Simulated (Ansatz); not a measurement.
The starting structures come from a database of crystals and need not be the phases stable at ambient conditions.

The decay constant κ of evanescent states in the gap governs leakage through a thin film.

Data:

```yaml
crystal:
  lattice:
    - [5.09373, 0.00000, 0.00000]
    - [0.00000, 13.26294, 0.00000]
    - [2.54686, 4.42098, 1.47043]
  atoms:
    - { symbol: Zn, position: [0.00000, 0.72247, 0.00000] }
    - { symbol: Zn, position: [0.00000, 0.22247, 0.00000] }
    - { symbol: Ge, position: [0.00000, 0.49888, 0.00000] }
    - { symbol: Ge, position: [0.00000, 0.99888, 0.00000] }
    - { symbol: O, position: [0.63756, 0.27268, 0.96320] }
    - { symbol: O, position: [0.76168, 0.63512, 0.87588] }
    - { symbol: O, position: [0.60076, 0.87344, 0.16092] }
    - { symbol: O, position: [0.36244, 0.13512, 0.87588] }
    - { symbol: O, position: [0.23832, 0.37344, 0.16092] }
    - { symbol: O, position: [0.39924, 0.77268, 0.96320] }
```

Space group of this cell: R3c. The cell is taken as given; by r2SCAN its mean pressure is -9.6 GPa.

Transport runs along the normal of the first two printed cell vectors, the (100) plane of the conventional cell.

No gap correction and no spin-orbit coupling; mid-gap values are interpolated between computed energies.

Q: Estimate the band gap and the smallest decay constant κ at mid-gap that r2SCAN (Ansatz, a program for electronic structure) returns for this system.

A: Gap 1.96 eV on a 20×20×20 mesh; κ = 0.196 1/Å, at the zone centre.
